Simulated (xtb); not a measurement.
xtb 6.7.1, GFN1-xTB: Cc1ccc(-c2ccc3cc(-c4ccc([Si](C)(C)C)o4)ccc3c2)o1, 47 atoms. The geometry is a generated start, not checked to be a minimum at this level.

| Item | Value |
|---|---|
| run flags | --grad |
| method | GFN1-xTB |
| --acc | 1 (default) |
| --etemp (K) | 300 (default) |
| basis functions | 150 |
| valence electrons | 126 |

One run each on 1 thread. Values of broydamp tried: 0.02, 0.05, 0.1, 0.2, 0.4 (default), 0.6, 0.8, 1.

### Question
How does the count of SCC iterations change with broydamp, and where is it least?

### Answer
Fewest SCC iterations, within one of each other: 0.2 with 12, 0.4 (default) with 11, 0.6 with 11. The count rises to 19 at 0.02. All converge to one solution.

| broydamp | SCC iterations | end |
|---|---|---|
| 0.02 | 19 | same solution |
| 0.05 | 16 | same solution |
| 0.1 | 15 | same solution |
| 0.2 | 12 | same solution |
| 0.4 (default) | 11 | same solution |
| 0.6 | 11 | same solution |
| 0.8 | 13 | same solution |
| 1 | 13 | same solution |
